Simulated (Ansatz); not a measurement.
The reference is KF in the rock salt structure (space group Fm-3m, No. 225; a = 5.421 Å).

Method: plane-wave PAW DFT at the PBE level (Ansatz, an electronic-structure program, 420 eV), no spin-orbit coupling.

Before the change:

The pressure is 0.00 GPa. The band gap comes out as 5.96 eV.

One thing is altered: an isotropic linear strain of −1.50 %, atoms relaxed at fixed cell.

What does the calculation give for the pressure, energy relative to the base and band gap after the change?

The pressure goes from zero to 1.47 GPa; the energy goes up by 3.9 meV/atom; the band gap goes up by 0.23 eV (5.96 eV → 6.19 eV).

Stability against distortions was not tested.
